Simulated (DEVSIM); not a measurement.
Structure: Pd/SiO2/n-Si capacitor, at 300 K.

| layer (left to right) | material | thickness (nm) | Nd (cm⁻³) |
|---|---|---|---|
| 1 | SiO2 | 2.60 | - |
| 2 | Si | 17000 | 1.1e15 |

Metal gate on the left, work function 5.2 eV. Fixed charge at the semiconductor interface 1.3e11 cm⁻² (in units of +e); interface traps 9.5e11 cm⁻² eV⁻¹, uniform in energy, neutral level at 0.5 of the gap above the valence band.

Constants are typed, rounded textbook-type inputs, not results; the design itself was drawn at random and stands for no fabricated device. Values at 300 K.

```
parameter      SiO2       Si
-------------  ----  -------
gap (eV)          9    1.124
affinity (eV)   0.9     4.05
permittivity    3.9     11.7
Nc (cm⁻³)         -  2.86e19
Nv (cm⁻³)         -   3.1e19
```

DEVSIM, 1D Poisson equation in equilibrium, Boltzmann statistics, complete ionisation; no quantum confinement or tunnelling. Metal contacts follow the ideal Schottky-Mott rule: no Fermi-level pinning, no interface dipoles.

The substrate doping was swept, all else fixed.

| substrate doping (cm^-3) | minimum of the low-frequency capacitance (μF/cm²) | threshold voltage (band bending 2φF) (V) | flat-band voltage (V) |
|---|---|---|---|
| 5.5e13 | 0.140 | 0.33 | 0.82 |
| 1.1e14 | 0.141 | 0.30 | 0.84 |
| 2.2e14 | 0.142 | 0.28 | 0.86 |
| 5.5e14 | 0.145 | 0.25 | 0.89 |
| 1.1e15 | 0.148 | 0.23 | 0.91 |
| 2.2e15 | 0.152 | 0.21 | 0.93 |

From the first row to the last the minimum of the low-frequency capacitance goes from 0.140 to 0.152. From the first row to the last the threshold voltage (band bending 2φF) goes from 0.33 to 0.21.
